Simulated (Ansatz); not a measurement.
Band structure of LaAu (Cmcm, 4 atoms in the cell).

```
CELL_PARAMETERS angstrom
      1.97258    -5.71152     0.00000
      1.97258     5.71152     0.00000
      0.00000     0.00000     4.73583
ATOMIC_POSITIONS crystal
  La 0.86498 0.13502 0.75000
  La 0.13502 0.86498 0.25000
  Au 0.58700 0.41300 0.75000
  Au 0.41300 0.58700 0.25000
```

Computed with PBEsol, PAW files made with PBE (plane waves; Ansatz, a program for electronic structure).

Settings: kpoints.mp_grid.grid = 6 6 5; hamiltonian.xc = pbesol; hamiltonian.pseudopotentials = {kind: paw} (an earlier, softer set of the program's PAW files); scf.occupations.method = fermi_dirac; scf.occupations.width = 0.0073 Ry; kpoints.band_path.npoints = 8.

The starting cell comes from a database of computed structures (which also holds hypothetical and non-ambient phases and stackings), without a prior relaxation at this level. Its lattice was rescaled by a random factor within 2.5 % of one. Spin-orbit coupling is off.

Levels in eV from the Fermi level, bands 27 to 34:
| point | 27 | 28 | 29 | 30 | 31 | 32 | 33 | 34 |
|---|---|---|---|---|---|---|---|---|
| Γ | -3.99 | -3.46 | 0.39 | 0.56 | 0.78 | 1.17 | 1.22 | 1.33 |
| X | -3.85 | -2.06 | -1.74 | -1.13 | -0.95 | 0.20 | 1.13 | 1.35 |
| S | -3.79 | -2.47 | -1.23 | -1.14 | -1.06 | -0.22 | 0.79 | 1.51 |
| R | -3.50 | -3.50 | -0.01 | -0.01 | 0.29 | 0.29 | 0.90 | 0.90 |
| A | -3.44 | -3.44 | -0.49 | -0.49 | 0.67 | 0.67 | 0.94 | 0.94 |
| Z | -3.60 | -3.60 | -0.65 | -0.65 | 0.70 | 0.70 | 0.76 | 0.76 |
| Y | -4.08 | -3.59 | -0.36 | 0.41 | 0.43 | 0.72 | 1.47 | 1.55 |
| X1 | -3.85 | -2.06 | -1.74 | -1.13 | -0.95 | 0.20 | 1.13 | 1.35 |
| A1 | -3.44 | -3.44 | -0.49 | -0.49 | 0.67 | 0.67 | 0.94 | 0.94 |
| T | -3.48 | -3.48 | -1.70 | -1.70 | 0.92 | 0.92 | 1.22 | 1.22 |

Bands cross the Fermi level along this path, so the cell is metallic at this level.

Keys are those of Ansatz 0.2.
